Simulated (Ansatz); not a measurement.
Base system: Al in the fcc (Cu type) structure (space group Fm-3m, No. 225; a = 4.015 Å; relaxed with 0.1 eV smearing). Axes: x, y, z lie along the cube axes.

Computed with plane-wave PAW DFT at the PBEsol level (Ansatz, a first-principles code, 420 eV), scalar-relativistic without spin-orbit coupling.

One thing is altered: biaxial strain −1.25 %, plane normal [111], relaxed out of plane (Cartesian); in-plane vectors clamped, the third vector and the atoms free.

### Question
Predict the new out-of-plane strain.

### Answer
The out-of-plane strain amounts to +1.24 %.

Whether these cells are dynamically stable was not tested.
